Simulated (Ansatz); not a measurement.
## ScAl3 in the Cu3Au type structure (space group Pm-3m, No. 221)

```cif
data_Al3Sc
_chemical_formula_sum 'Al3 Sc1'
_space_group_name_H-M_alt 'Pm-3m'
_space_group_IT_number 221
_space_group_name_Hall '-P 4 2 3'
_cell_length_a 4.10545
_cell_length_b 4.10545
_cell_length_c 4.10545
_cell_angle_alpha 90.000
_cell_angle_beta 90.000
_cell_angle_gamma 90.000
loop_
_atom_site_label
_atom_site_type_symbol
_atom_site_symmetry_multiplicity
_atom_site_Wyckoff_symbol
_atom_site_fract_x
_atom_site_fract_y
_atom_site_fract_z
_atom_site_occupancy
Al1 Al 3 c 0.00000 0.50000 0.50000 1
Sc1 Sc 1 a 0.00000 0.00000 0.00000 1
```

Level of theory: DFT with PBE, PAW potentials and a 420 eV plane-wave cutoff in Ansatz (a program for electronic structure), no SOC, earlier PAW set. Settings: 11×11×11 k-points, 0.05 eV Fermi–Dirac smearing.

```yaml
volume_per_atom: 17.30 Å³
density: 3.02 g/cm³
band_gap: zero
total_energy: -937.535 eV/atom (σ→0; compares only within this code and set-up)
```

No phonon test of stability was made. All final runs are without spin polarisation.
